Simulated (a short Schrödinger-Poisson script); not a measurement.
# MOS inversion layer, SiO2 on p-type Si(110)

System: MOS inversion layer, SiO2 on p-type Si(110), at 400 K.

| layer | material | thickness (nm) | Na (cm⁻³) |
|---|---|---|---|
| 1 | SiO2 | 2.2 | - |
| 2 | Si | 1400 | 1e17 |

The device is made up for the run: typed textbook-type constants, with dimensions and the other settings drawn at random. SiO2: permittivity 3.9, conduction-band edge (eV) 3.15, gap (eV) 9, electron mass (mₑ) 0.5. Si: permittivity 11.7, conduction-band edge (eV) 0, gap (eV) 1.124, Nv at 300 K (cm⁻³) 3.1e19.

Channel valleys (confinement mass, in-plane density-of-states mass, number): Δ4 0.315, 0.324, 4; Δ2 0.19, 0.417, 2. At the gate the conduction-band edge of layer 1 lies 3.56 eV − eVg above the Fermi level of the channel; the field vanishes at the back. Gaps are held at their typed values at every temperature. Mesh 0.03 nm at interfaces.

From a short Schrödinger-Poisson script (our own, NumPy): 1D Poisson equation in equilibrium, electrons quantum, Hartree (BenDaniel-Duke, 12 states a valley, the channel's in-plane mass for all, wave functions free to enter the dielectric), parabolic valleys, classical holes, full ionisation, no traps, pinning or gate leakage.

```
Vg (V)  electrons (cm⁻²)  C (μF/cm²)  Δ4 E0 (meV)  Δ4 E1 (meV)  Δ2 E0 (meV)  Δ2 E1 (meV)
------  ----------------  ----------  -----------  -----------  -----------  -----------
0                 7.32e6       0.133        536.5        577.1        544.9        592.5
0.1               8.87e7       0.121        448.5        492.4        457.5        509.1
0.2               1.12e9       0.115        359.4        406.2        369.0        424.0
0.3              1.41e10       0.154        271.0        320.5        281.0        339.2
0.4              1.27e11       0.431        194.0        246.7        204.7        266.4
0.5              4.87e11       0.784        146.1        203.3        157.9        224.0
0.6              1.03e12       0.969        118.7        181.1        131.7        202.5
0.7              1.66e12        1.07        100.7        168.0        114.8        190.2
0.8              2.35e12        1.13         87.4        159.5        102.7        182.2
0.9              3.06e12        1.18         76.9        153.5         93.3        176.7
1                3.81e12        1.21         68.2        149.1         85.7        172.6
1.1              4.57e12        1.23         60.9        145.6         79.3        169.5
1.2              5.34e12        1.25         54.4        142.9         73.7        167.0
1.3              6.13e12        1.27         48.7        140.8         68.8        165.1
1.4              6.93e12        1.28         43.6        139.0         64.5        163.5
1.5              7.73e12        1.30         38.9        137.5         60.5        162.2
1.6              8.55e12        1.31         34.5        136.3         56.9        161.1
1.7              9.37e12        1.32         30.5        135.3         53.6        160.2
1.8              1.02e13        1.33         26.8        134.4         50.5        159.4
1.9              1.10e13        1.33         23.2        133.7         47.6        158.7
2                1.19e13        1.34         19.9        133.1         44.9        158.2
```

Subbands count from the Fermi level.
